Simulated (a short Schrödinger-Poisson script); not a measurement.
MOS inversion layer, Si3N4 on p-type Si(100)

System: MOS inversion layer, Si3N4 on p-type Si(100), at 300 K.

| layer | material | thickness (nm) | Na (cm⁻³) |
|---|---|---|---|
| 1 | Si3N4 | 2.9 | - |
| 2 | Si | 200 | 2.3e18 |

Constants are typed, rounded textbook-type inputs, not results; the design itself was drawn at random and stands for no fabricated device. Si3N4: permittivity 7.5, conduction-band edge (eV) 1.95, gap (eV) 5.1, electron mass (mₑ) 0.5. Si: permittivity 11.7, conduction-band edge (eV) 0, gap (eV) 1.124, Nv at 300 K (cm⁻³) 3.1e19.

Channel valleys (confinement mass, in-plane density-of-states mass, number): Δ2 0.916, 0.19, 2; Δ4 0.19, 0.417, 4. At the gate the conduction-band edge of layer 1 lies 2.22 eV − eVg above the Fermi level of the channel; the field vanishes at the back. Gaps are held at their typed values at every temperature. Mesh 0.03 nm at interfaces.

From a short Schrödinger-Poisson script (our own, NumPy): 1D Poisson equation in equilibrium, electrons quantum, Hartree (BenDaniel-Duke, 12 states a valley, the channel's in-plane mass for all, wave functions free to enter the dielectric), parabolic valleys, classical holes, full ionisation, no traps, pinning or gate leakage.

| Vg (V) | electrons (cm⁻²) | C (μF/cm²) | Δ2 E0 (meV) | Δ2 E1 (meV) | Δ4 E0 (meV) | Δ4 E1 (meV) |
|---|---|---|---|---|---|---|
| 0.5 | 1.55e8 | 0.384 | 270.5 | 376.0 | 339.4 | 512.0 |
| 0.55 | 7.10e8 | 0.379 | 230.9 | 338.3 | 300.8 | 476.7 |
| 0.6 | 3.26e9 | 0.382 | 191.3 | 300.4 | 262.2 | 441.2 |
| 0.65 | 1.47e10 | 0.420 | 152.1 | 262.9 | 223.8 | 405.9 |
| 0.7 | 6.12e10 | 0.570 | 115.0 | 227.5 | 187.6 | 372.6 |
| 0.75 | 2.01e11 | 0.884 | 83.8 | 198.0 | 157.3 | 344.8 |
| 0.8 | 4.70e11 | 1.20 | 61.0 | 176.9 | 135.4 | 325.0 |
| 0.85 | 8.43e11 | 1.41 | 45.0 | 162.5 | 120.3 | 311.6 |
| 0.9 | 1.28e12 | 1.54 | 33.1 | 152.3 | 109.3 | 302.2 |
| 0.95 | 1.76e12 | 1.63 | 23.7 | 144.6 | 100.8 | 295.1 |
| 1 | 2.26e12 | 1.68 | 15.9 | 138.5 | 93.9 | 289.6 |
| 1.05 | 2.78e12 | 1.72 | 9.3 | 133.5 | 88.2 | 285.1 |
| 1.1 | 3.32e12 | 1.76 | 3.4 | 129.3 | 83.2 | 281.4 |
| 1.15 | 3.86e12 | 1.78 | -1.8 | 125.7 | 78.7 | 278.2 |
| 1.2 | 4.42e12 | 1.80 | -6.7 | 122.5 | 74.8 | 275.4 |
| 1.25 | 4.98e12 | 1.82 | -11.1 | 119.7 | 71.1 | 273.0 |
| 1.3 | 5.54e12 | 1.83 | -15.3 | 117.1 | 67.8 | 270.8 |
| 1.35 | 6.11e12 | 1.84 | -19.2 | 114.9 | 64.7 | 268.9 |
| 1.4 | 6.69e12 | 1.86 | -22.9 | 112.8 | 61.8 | 267.1 |
| 1.45 | 7.27e12 | 1.87 | -26.5 | 110.8 | 59.0 | 265.5 |
| 1.5 | 7.85e12 | 1.88 | -29.8 | 109.1 | 56.4 | 264.1 |

Subbands count from the Fermi level.
